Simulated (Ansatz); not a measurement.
Defect: N-vacancy pair (N on one host O site, one O site vacant) in monoclinic HfO2, charge state +1. Calculation: PBE, PAW (plane waves to 420 eV; Ansatz, an electronic-structure program).

Settings: 96 host sites, the relaxed PBE lattice, the Γ point alone, smearing 0.01 eV, spin-restricted, no image-charge correction. No zero-point or tunnelling terms. Spin-orbit coupling is left out. The charge state is imposed; whether it is stable for some Fermi level was not computed. Forms of the defect that were not tried may lie lower. The start lies 1.11 eV above the lowest site run (PBE).

Barriers: single points on a 2×2×2 k-point mesh shifted by half a step at the bands' geometries.

The step: the N atom itself jumps into the vacancy (N-vacancy distance between ideal sites 2.55 Å throughout). Atoms about the jump, Cartesian Å from the middle of the jump, before and after:

| atom | x0 | y0 | z0 | x1 | y1 | z1 |
|---|---|---|---|---|---|---|
| N1 | -0.87 | -0.24 | -0.35 | 0.87 | 0.24 | 0.35 |
| Hf2 | -0.54 | -0.92 | 1.53 | -0.33 | -0.92 | 1.60 |
| Hf3 | -0.02 | 1.33 | -1.29 | 0.21 | 1.45 | -1.25 |
| O4 | 0.78 | -2.45 | 0.26 | 0.68 | -2.46 | 0.30 |
| Hf5 | -2.74 | -1.25 | -0.73 | -3.07 | -1.40 | -0.77 |
| O6 | -2.18 | -1.96 | 1.23 | -2.08 | -1.88 | 1.02 |
| O7 | 1.66 | 0.19 | -2.08 | 1.72 | 0.22 | -2.23 |
| Hf8 | 2.36 | -1.41 | -0.80 | 2.22 | -1.25 | -0.71 |
| O9 | -1.65 | 0.62 | 2.27 | -1.60 | 0.60 | 2.18 |
| O10 | -0.68 | 0.68 | -3.18 | -0.76 | 0.47 | -2.86 |
| O11 | -1.65 | -2.83 | -1.44 | -1.64 | -2.67 | -1.50 |
| O12 | 0.88 | 2.44 | 0.27 | 0.74 | 2.89 | 0.22 |
| O13 | -1.69 | 2.43 | -1.52 | -1.67 | 2.31 | -1.36 |

### Question
Where do these atoms stand at the saddle point, and how high is it?

### Answer

| atom | x | y | z |
|---|---|---|---|
| N1 | -0.37 | -0.25 | -0.26 |
| Hf2 | -0.52 | -0.92 | 1.59 |
| Hf3 | 0.05 | 1.38 | -1.30 |
| O4 | 0.80 | -2.58 | 0.28 |
| Hf5 | -2.86 | -1.33 | -0.75 |
| O6 | -2.18 | -1.94 | 1.16 |
| O7 | 1.73 | 0.22 | -2.17 |
| Hf8 | 2.24 | -1.36 | -0.78 |
| O9 | -1.65 | 0.62 | 2.26 |
| O10 | -0.69 | 0.66 | -3.14 |
| O11 | -1.63 | -2.79 | -1.45 |
| O12 | 0.88 | 2.55 | 0.26 |
| O13 | -1.71 | 2.38 | -1.46 |
It lies 0.22 eV above the start and 1.34 eV above the end. The saddle point's order was not checked.
